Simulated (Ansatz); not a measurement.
## Thickness series in MoS2

The parent structure is MoS$_{2}$ in the 3R-MoS2 type structure (space group R3m, No. 160; a = 3.116 Å, c = 17.356 Å (hexagonal axes); layered, stacked along the Cartesian z axis).

Free-standing slabs (3 atom(s) a layer) normal to the stacking axis with 15 Å of vacuum; in-plane cell relaxed.

Level of theory: PBEsol-D3(BJ) (Ansatz, a first-principles code; PAW; 420 eV plane waves; no SOC).

Notes on the quantities. hole mass: in plane; layer's space group: with vacuum.

| variant | hole mass | layer's space group | gap character | thickness between the outermost nuclei |
|---|---|---|---|---|
| 1 layer | 0.57 mₑ (at K) | P-6m2 (No. 187) | direct at K | 3.13 Å |
| 2 layers | 0.77 mₑ (at Γ) | P3m1 (No. 156) | indirect, Γ → K–Γ (44 % along) | 8.94 Å |
| 3 layers | 0.58 mₑ (at Γ) | P3m1 (No. 156) | indirect, Γ → K–Γ (42 % along) | 14.73 Å |

Masses are band curvatures over ±0.01 Å⁻¹ around the edge. Whether these cells are dynamically stable was not tested. Labels are those of the standard path for the cell's own space group.
